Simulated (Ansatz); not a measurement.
The starting structures come from a database of crystals and need not be the phases stable at ambient conditions.

Tunnelling through a barrier is set by its complex band structure: the current falls as exp(−2κd) with the smallest κ.

Input:

```xyz
20
Lattice="6.1811 0.0000 0.0000 0.0000 8.6414 0.0000 0.0000 0.0000 6.0821" Properties=species:S:1:pos:R:3 pbc="T T T"
K      5.9120     6.4810     6.0213
K      0.2691     2.1603     0.0608
K      3.3597     2.1603     2.9802
K      2.8214     6.4810     3.1019
Cd     0.0000     0.0000     3.0410
Cd     3.0905     0.0000     0.0000
Cd     3.0905     4.3207     0.0000
Cd     0.0000     4.3207     3.0410
F      4.3705     4.6906     4.2901
F      1.8106     3.9507     1.7920
F      4.9012     3.9507     1.2491
F      1.2799     4.6906     4.8330
F      1.2799     8.2714     4.8330
F      4.9012     0.3699     1.2491
F      1.8106     0.3699     1.7920
F      4.3705     8.2714     4.2901
F      3.2563     6.4810     0.4961
F      2.9248     2.1603     5.5860
F      6.0154     2.1603     3.5371
F      0.1657     6.4810     2.5450
```

Space group of this cell: Pnma. The cell is taken as given.

Transport runs along the normal of the first two printed cell vectors.

No gap correction and no spin-orbit coupling; mid-gap values are interpolated between computed energies.

Problem. Estimate the band gap and the smallest decay constant κ at mid-gap that r2SCAN run with Ansatz (an electronic-structure program) returns for this system.

Solution. Gap 4.11 eV on a 6×4×6 mesh; κ = 0.446 1/Å, at the zone centre.
